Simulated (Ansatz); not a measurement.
# C11b MoSi₂

The numbers are results of r²SCAN (plane waves, PAW; Ansatz, a first-principles code), not measurements.

Run with plane-wave cutoff 500 eV, 18×18×18 k mesh, Fermi–Dirac smearing 0.05 eV, no spin polarisation, scalar-relativistic PAW data made under PBE.

Cell: relaxed at this level.

```yaml
volume_per_atom: 13.36 Å³/atom
equilibrium_lattice_constant_a: 3.202 Å
lattice_parameter_c: 7.819 Å
```

Measured, for comparison: lattice constant a 3.205 Å, lattice parameter c 7.845 Å (temperature not stated, not corrected to a static lattice; as tabulated in Pavlosiuk et al. (2022), arXiv:2202.05362). Computed (rounded) less measured: lattice constant a -0.1 %, lattice parameter c -0.3 %. A static lattice is as a rule a little smaller and stiffer than an uncorrected measurement, which narrows the difference in the lattice parameter c and would widen misses of the other sign.

The computed numbers hold no vibrational or temperature effects.

It cost about 3 core-minutes (a rough figure) of CPU time.
